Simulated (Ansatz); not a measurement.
We consider CsCl-type CoAl, described by B3LYP (VWN-RPA form) in Ansatz (plane waves, PAW).

Settings: plane-wave cutoff 460 eV, 10×10×10 k mesh, Fermi–Dirac smearing 0.05 eV, no spin polarisation, scalar-relativistic PAW data made under PBE.

Cell (relaxed at this level):

```
AlCo
1.0
    2.83305     0.00000     0.00000
    0.00000     2.83305     0.00000
    0.00000     0.00000     2.83305
Al Co
1 1
Direct
  0.50000   0.50000   0.50000
  0.00000   0.00000   0.00000
```

Q: Give the computed bulk modulus B0 and pressure derivative B′ of the bulk modulus.

A: 
- bulk modulus B0: 189 GPa
- pressure derivative B′ of the bulk modulus: 4.3

Measured, for comparison: bulk modulus 162 GPa (room temperature, no zero-point or thermal correction; as tabulated in Yamada et al. (2019), arXiv:1910.09660). Computed (rounded) less measured: bulk modulus +17 %.

Note: the run has no spin polarisation, so it can have missed a magnetic state.

Ansatz is an electronic-structure program.
